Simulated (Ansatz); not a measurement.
# Si, response to strain

Base system: Si in the diamond structure (space group Fd-3m, No. 227).

```yaml
crystal:
  lattice:
    - [0.00000, 2.72216, 2.72216]
    - [2.72216, 0.00000, 2.72216]
    - [2.72216, 2.72216, 0.00000]
  atoms:
    - { symbol: Si, position: [0.00000, 0.00000, 0.00000] }
    - { symbol: Si, position: [0.25000, 0.25000, 0.25000] }
```

Cartesian axes are those of the cell as printed.

Strains are applied to the cell and any free atomic positions relax; under biaxial strain the out-of-plane vector relaxes too.

All numbers come from r2SCAN (Ansatz, an electronic-structure program), spin-orbit coupling left out.

Notes on the quantities. energy relative to the base: free energy F.

| case | smallest direct gap | energy relative to the base | ratio −ε⊥/ε∥ |
|---|---|---|---|
| base | 2.74 eV | 0 meV/atom | – |
| biaxial strain +0.50 %, plane normal [001], relaxed out of plane | 2.67 eV | +0.6 meV/atom | – |
| biaxial strain +1.00 %, plane normal [001], relaxed out of plane | 2.60 eV | +2.3 meV/atom | 0.73 |
| biaxial strain +1.50 %, plane normal [001], relaxed out of plane | 2.54 eV | +5.1 meV/atom | 0.74 |
| biaxial strain +2.00 %, plane normal [001], relaxed out of plane | 2.47 eV | +8.9 meV/atom | 0.74 |
| biaxial strain +2.50 %, plane normal [001], relaxed out of plane | 2.41 eV | +14 meV/atom | 0.74 |
| biaxial strain +3.00 %, plane normal [001], relaxed out of plane | 2.35 eV | +20 meV/atom | 0.74 |

Whether these cells are dynamically stable was not tested.
